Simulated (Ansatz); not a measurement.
Reference: NaCl (Fm-3m), r2SCAN, rigid bands (plane waves, PAW, scalar-relativistic; Ansatz, a program for electronic structure); geometry: cell and atoms relaxed with PBEsol.

```cif
data_ClNa
_chemical_formula_sum 'Na1 Cl1'
_space_group_name_H-M_alt 'P 1'
_space_group_IT_number 1
_cell_length_a 3.96121
_cell_length_b 3.96121
_cell_length_c 3.96121
_cell_angle_alpha 60.000
_cell_angle_beta 60.000
_cell_angle_gamma 60.000
loop_
_space_group_symop_operation_xyz
  'x, y, z'
loop_
_atom_site_label
_atom_site_type_symbol
_atom_site_fract_x
_atom_site_fract_y
_atom_site_fract_z
_atom_site_occupancy
Na1 Na 0.00000 0.00000 0.00000 1
Cl1 Cl 0.50000 0.50000 0.50000 1
```

* **band gap**: 5.98 eV
* **electron conductivity mass**: 0.41 mₑ
* **hole conductivity mass**: 3.1 mₑ
* **Seebeck coefficient, n-type 1e19 cm⁻³**: -190 μV/K

Q: Replace Na by K on the same sites and relax. What happens?

A: KCl (Fm-3m): volume per atom 22.0 to 30.4 Å³; band gap stays about the same (5.98 eV to 5.91 eV); electron conductivity mass rises (0.41 mₑ to 0.45 mₑ); hole conductivity mass rises (3.1 mₑ to 3.6 mₑ); Seebeck coefficient, n-type 1e19 cm⁻³ rises in size (-190 μV/K to -201 μV/K).

Q: Swap Cl for F, keeping the structure type. How do these values move?

A: NaF (Fm-3m): volume per atom 22.0 to 12.4 Å³; band gap rises (5.98 eV to 7.15 eV); electron conductivity mass rises (0.41 mₑ to 0.58 mₑ); hole conductivity mass rises (3.1 mₑ to 6.8 mₑ); Seebeck coefficient, n-type 1e19 cm⁻³ rises in size (-190 μV/K to -229 μV/K).

Q: Replace Na by Li on the same sites and relax. What happens?

A: LiCl (Fm-3m): volume per atom 22.0 to 16.2 Å³; band gap rises (5.98 eV to 7.47 eV); electron conductivity mass rises (0.41 mₑ to 0.48 mₑ); hole conductivity mass falls (3.1 mₑ to 1.74 mₑ); Seebeck coefficient, n-type 1e19 cm⁻³ rises in size (-190 μV/K to -256 μV/K).

Moves up to 5 % count as about the same. Masses are for dilute carriers at 300 K, harmonic means over directions unless an axis is named. Seebeck coefficients are for the stated density at 300 K, with one relaxation time for all states and whether or not that doping can be reached. Spin-orbit coupling is left out.
